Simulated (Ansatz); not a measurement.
# Ru: transverse stress against strain

Ru (hcp, P6_3/mmc, 13.499 Å³/atom at rest, c along z) under a strain ε along a direction in the basal plane (axis x), the other axes held. r2SCAN in Ansatz, a plane-wave DFT program (PAW, default set), 500 eV, 24×24×14 Γ-centred mesh, Fermi-Dirac smearing 0.10 eV; ions are relaxed within the symmetry of each cell. Stress is positive for a compressed cell.

Here s stands for strain and y for stress zz.

| strain (%) | stress zz (GPa) |
|---|---|
| -3.00 | ? |
| -1.50 | 2.91 |
| -1.00 | 1.91 |
| -0.50 | 0.95 |
| 0.00 | 0.00 |
| 0.50 | -0.92 |
| 1.00 | -1.82 |
| 1.50 | -2.71 |

Using a straight line, estimate the missing y at s = -3.00 from the other rows, showing the fit.

Means: s 0, y 0.046. About the means, the sum of products is -13.095 and the sum of squares of s is 7.0000; the slope is their ratio. Least squares gives y = 0.046 - 1.8707·s. Residuals (row less fit): 0.058, -0.007, -0.031, -0.046, -0.031, 0.005, 0.050; standard error 0.045 (degrees of freedom: 5). The slope gives the elastic constant C13 = 187 ± 1.7 GPa. At the withheld row, y = 0.046 - 1.8707 × (-3.0) = 5.658 GPa. The calculation gives 6.03 GPa, 0.372 GPa above the prediction (4.3 % of the range of y in the table). The row lies outside the fitted rows, so this is an extrapolation. From the scatter of the fitted rows alone, a prediction at this place has a standard error of 0.070 GPa, so the miss is 5.3 times that.

One order more, fitted to all 13 runs of the series, follows each within 0.01, so the miss is the next term of a smooth law. In a metal these values are sensitive to mesh and smearing; energies are taken to zero smearing, stresses follow the free energy. Rows are the converged runs of the series near zero and its far end; series whose fitted rows scatter by over a few per cent of the range, as at a crossing or softening among them, aren't shown in this form. Most that stay on the fit to the last digits aren't either.
